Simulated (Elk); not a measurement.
**Input and output of a self-consistent single point for GaTc (P-6m2, 2 atoms in the cell) (Elk)**

Method: Elk with PBEsol, all-electron FP-LAPW, Elk's shipped species files, default APW+lo basis.

The input file:

```
tasks
  0

xctype
  22

rmtscf
  0.92

swidth
  0.00499791

maxscl
  100

scale
  5.354938964

avec
    1.0000000000    0.0000000274    0.0000000000
   -0.5000000237    0.8660253901    0.0000000000
    0.0000000000    0.0000000000    1.4258398442

sppath
  'species/'

atoms
  2
  'Ga.in'
  1
  0.6666666667  0.3333333333  0.5000000000    0.0 0.0 0.0
  'Tc.in'
  1
  0.3333333333  0.6666666667  0.0000000000    0.0 0.0 0.0

ngridk
  11 11 7
```

Output, abridged:

```
│ Elk code version 10.2.4 │

All units are atomic (Hartree, Bohr, etc.)

│ Ground-state run starting from atomic densities │

Lattice vectors :
   5.354938964      0.1467253276E-06   0.000000000
  -2.677469609       4.637513105       0.000000000
   0.000000000       0.000000000       7.635285338

Unit cell volume      :    189.6116221
Brillouin zone volume :    1.308201526

Muffin-tin inner radius fraction :   0.1000000000E-01

Nuclei treated as point charges

Species :    1 (Ga)
 parameters loaded from : Ga.in
 name : gallium
 nuclear charge    :   -31.00000000
 electronic charge :    31.00000000
 atomic mass :    127097.2538
 muffin-tin radius :    2.208000000
 number of radial points in muffin-tin :    497
 atomic positions (lattice), magnetic fields (Cartesian) :
   1 :   0.00000000  0.00000000  0.00000000    0.00000000  0.00000000  0.00000000

Species :    2 (Tc)
 parameters loaded from : Tc.in
 name : technetium
 nuclear charge    :   -43.00000000
 electronic charge :    43.00000000
 atomic mass :    178643.0715
 muffin-tin radius :    2.392000000
 number of radial points in muffin-tin :    597
 atomic positions (lattice), magnetic fields (Cartesian) :
   1 :   0.66666667  0.33333333  0.50000000    0.00000000  0.00000000  0.00000000

Total number of atoms per unit cell :    2

Spin treatment :
 spin-unpolarised

Number of Bravais lattice symmetries :   24
Number of crystal symmetries         :   12
Crystal has no inversion symmetry
Complex Hermitian eigensolver will be used

k-point grid :     11    11     7
k-point offset :    0.000000000       0.000000000       0.000000000
k-point set is reduced with full crystal symmetry group
Total number of k-points :      104

Muffin-tin radius times maximum |G+k| :    7.000000000
 using average radius
Maximum |G+k| for APW functions       :    3.043478261
Maximum (1/2)|G+k|²                   :    4.631379962
Maximum |G| for potential and density :    12.00000000
 potential will be trimmed for |G| > 2 gkmax
Constant for pseudocharge density :    7
Radial integration step length :    4

G-vector grid sizes :     21    21    30
Number of G-vectors :     5495

Maximum angular momentum used for
 APW functions                      :    8
 outer part of muffin-tin           :    6
 inner part of muffin-tin           :    1

Total nuclear charge    :   -74.00000000
Total core charge       :    46.00000000
Total valence charge    :    28.00000000
Total excess charge     :    0.000000000
Total electronic charge :    74.00000000

Effective Wigner radius, rₛ :   0.8488837268

Number of empty states         :    8
Total number of valence states :   22
Total number of core states    :   46

Total number of local-orbitals :   32

Exchange-correlation functional :     22     0     0
 PBEsol, Phys. Rev. Lett. 100, 136406 (2008)
 gradient requirement :    1
 generalised gradient approximation (GGA)

Smearing type :    3
 Fermi-Dirac
Smearing width :   0.4997910000E-02
Effective electronic temperature (K) :    1578.215154

Mixing type :    3
 Broyden mixing, J. Phys. A: Math. Gen. 17, L317 (1984)

Kohn-Sham potential initialised from atomic data

│ Self-consistent loop started │
│ Loop number : 1 │
 total energy                :     -6222.84435719
│ Loop number : 2 │
 total energy                :     -6223.13522905
RMS change in Kohn-Sham potential (target) :   0.1965136796     (  0.1000000000E-05)
Absolute change in total energy (target)   :   0.2908718589     (  0.1000000000E-03)
│ Loop number : 3 │
 total energy                :     -6223.71195134
RMS change in Kohn-Sham potential (target) :   0.1842003011     (  0.1000000000E-05)
Absolute change in total energy (target)   :   0.6494402548     (  0.1000000000E-03)
│ Loop number : 4 │
 total energy                :     -6223.84609625
RMS change in Kohn-Sham potential (target) :   0.1751606972     (  0.1000000000E-05)
Absolute change in total energy (target)   :   0.2965049760     (  0.1000000000E-03)
│ Loop number : 5 │
 total energy                :     -6225.60161877
RMS change in Kohn-Sham potential (target) :   0.9428318514E-01 (  0.1000000000E-05)
Absolute change in total energy (target)   :    1.829648768     (  0.1000000000E-03)
│ Loop number : 6 │
 total energy                :     -6226.63402003
RMS change in Kohn-Sham potential (target) :   0.3596280090E-01 (  0.1000000000E-05)
Absolute change in total energy (target)   :    1.489813452     (  0.1000000000E-03)
│ Loop number : 7 │
 total energy                :     -6227.29738342
RMS change in Kohn-Sham potential (target) :   0.1590774984E-02 (  0.1000000000E-05)
Absolute change in total energy (target)   :    1.035816750     (  0.1000000000E-03)
│ Loop number : 8 │
 total energy                :     -6227.16503055
RMS change in Kohn-Sham potential (target) :   0.1611014210E-02 (  0.1000000000E-05)
Absolute change in total energy (target)   :   0.1266013130     (  0.1000000000E-03)
│ Loop number : 9 │
 total energy                :     -6227.16970186
RMS change in Kohn-Sham potential (target) :   0.6421525413E-03 (  0.1000000000E-05)
Absolute change in total energy (target)   :   0.3632163907E-01 (  0.1000000000E-03)
│ Loop number : 10 │
 total energy                :     -6227.17078902
RMS change in Kohn-Sham potential (target) :   0.5545920530E-03 (  0.1000000000E-05)
Absolute change in total energy (target)   :   0.1016757296E-01 (  0.1000000000E-03)
│ Loop number : 11 │
 total energy                :     -6227.18411118
RMS change in Kohn-Sham potential (target) :   0.4428152033E-04 (  0.1000000000E-05)
Absolute change in total energy (target)   :   0.1586405886E-01 (  0.1000000000E-03)
│ Loop number : 12 │
 total energy                :     -6227.18564829
RMS change in Kohn-Sham potential (target) :   0.4903881345E-05 (  0.1000000000E-05)
Absolute change in total energy (target)   :   0.5503120195E-02 (  0.1000000000E-03)
│ Loop number : 13 │
 total energy                :     -6227.18570624
RMS change in Kohn-Sham potential (target) :   0.3110917470E-05 (  0.1000000000E-05)
Absolute change in total energy (target)   :   0.1433731568E-02 (  0.1000000000E-03)
│ Loop number : 14 │
 total energy                :     -6227.18578032
RMS change in Kohn-Sham potential (target) :   0.4729547910E-06 (  0.1000000000E-05)
Absolute change in total energy (target)   :   0.4325153132E-03 (  0.1000000000E-03)
│ Loop number : 15 │
 total energy                :     -6227.18578913
RMS change in Kohn-Sham potential (target) :   0.7738372065E-07 (  0.1000000000E-05)
Absolute change in total energy (target)   :   0.1169322095E-03 (  0.1000000000E-03)
│ Loop number : 16 │
 total energy                :     -6227.18578944
RMS change in Kohn-Sham potential (target) :   0.2491775405E-07 (  0.1000000000E-05)
Absolute change in total energy (target)   :   0.2954630600E-04 (  0.1000000000E-03)
Convergence targets achieved

│ Loop number : 17 │

Energies :
 Fermi                       :     0.404557748831
 sum of eigenvalues          :     -3657.98703399
 electron kinetic            :      6430.08845688
 core electron kinetic       :      6182.60270832
 Coulomb                     :     -12456.3304377
 Coulomb potential           :     -9824.34576069
 nuclear-nuclear             :     -697.867490533
 electron-nuclear            :     -13692.5801337
 Hartree                     :      1934.11718649
 Madelung                    :     -7544.15755736
 xc potential                :     -263.729730179
 exchange                    :     -196.670455664
 correlation                 :     -4.26968192857
 electron entropic           :    -0.367104284460E-02
 total energy                :     -6227.18578946

Density of states at Fermi energy :    44.47741883
 (states/Hartree/unit cell)

Estimated indirect band gap :   0.2087935794E-02
 from k-point     61 to k-point     18
Estimated direct band gap   :   0.1162995169E-01
 at k-point     81

Charges :
 core                        :    46.00000000
 valence                     :    28.00000000
 interstitial                :    3.402062345
 muffin-tins (core leakage)
  species :    1 (Ga)
   atom    1                 :    29.43963873     (  0.2116239069E-02)
  species :    2 (Tc)
   atom    1                 :    41.15829892     (  0.5908854668E-06)
 total in muffin-tins        :    70.59793765
 total calculated charge     :    73.99697410
 total charge                :    74.00000000
 error                       :   0.3025897955E-02

│ Self-consistent loop stopped │
```

The run converged in 17 iterations. The count includes the last loop, which Elk runs after its targets are met.

The starting cell comes from a database of computed structures (which also holds hypothetical and non-ambient phases and stackings), without a prior relaxation at this level. Its lattice was rescaled by a random factor within 2.5 % of one. Spin polarisation is off. Values depend on the basis (sphere radii, cutoffs, local orbitals), which need not be converged. The log's line on a gap gives a spacing of levels on this mesh, which the program prints for metals too.
